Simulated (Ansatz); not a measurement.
# Mg2Sn: response to strain

The parent structure is Mg$_{2}$Sn (space group Fm-3m, No. 225; a = 6.747 Å; relaxed with 0.1 eV smearing). Axes: x, y, z lie along the cube axes.

Strains are applied to the cell and any free atomic positions relax.

The values are results of PBEsol in Ansatz (plane waves to 420 eV, PAW, no SOC), not measurements.

Notes on the quantities. pressure: mean of the normal stresses, compression positive; energy relative to the base: free energy F.

| case | shortest interatomic distance | pressure | energy relative to the base |
|---|---|---|---|
| base | 2.922 Å | 0.0 GPa | 0 meV/atom |
| uniaxial strain ε_zz = −2.50 % | ___ | ___ | ___ |
| uniaxial strain ε_zz = −1.50 % | 2.907 Å | 0.7 GPa | +1.4 meV/atom |
| uniaxial strain ε_zz = −1.00 % | 2.912 Å | 0.4 GPa | +0.6 meV/atom |
| uniaxial strain ε_zz = −0.50 % | 2.917 Å | 0.2 GPa | +0.1 meV/atom |
| uniaxial strain ε_zz = +0.50 % | 2.926 Å | -0.2 GPa | +0.2 meV/atom |
| uniaxial strain ε_zz = +1.00 % | 2.931 Å | -0.4 GPa | +0.6 meV/atom |
| uniaxial strain ε_zz = +1.50 % | 2.936 Å | -0.6 GPa | +1.3 meV/atom |
| uniaxial strain ε_zz = +2.00 % | 2.941 Å | -0.8 GPa | +2.3 meV/atom |
| uniaxial strain ε_zz = +2.50 % | 2.946 Å | -1.0 GPa | +3.6 meV/atom |

Q: Complete the table.

A: 
- uniaxial strain ε_zz = −2.50 %, shortest interatomic distance: 2.897 Å
- uniaxial strain ε_zz = −2.50 %, pressure: 1.2 GPa
- uniaxial strain ε_zz = −2.50 %, energy relative to the base: +3.9 meV/atom

No phonon test of stability was made.

Ansatz is an electronic-structure program.
